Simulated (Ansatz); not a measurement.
Consider CdSe in the wurtzite structure (space group P6_3mc, No. 186; a = 4.383 Å, c = 7.154 Å). Axes: x lies along a and z along c of the hexagonal cell.

Computed with DFT with PBE, PAW potentials and a 420 eV plane-wave cutoff in Ansatz (a program for electronic structure), scalar-relativistic without spin-orbit coupling.

It is then changed as follows: uniaxial strain ε_zz = +5.28 %, all other strain components held at zero, atoms relaxed at fixed cell.

Predict the stress tensor and what it implies for the stiffness.

Stress of the strained cell less that of the base (GPa, compression positive):
```
  -1.29    0.00    0.00
   0.00   -1.29    0.00
   0.00    0.00   -3.57
```

Then −Δσ_ii/ε with ε = 0.0528 gives secant stiffness values (nonlinear terms included at this strain): C33 ≈ 68 GPa, C13 ≈ 24 GPa and C23 ≈ 24 GPa.

As a check, the harmonic strain energy −½ V₀ Δσ:ε is 18 meV/atom; the computed energy rise is 18 meV/atom.

Stability against distortions was not tested.
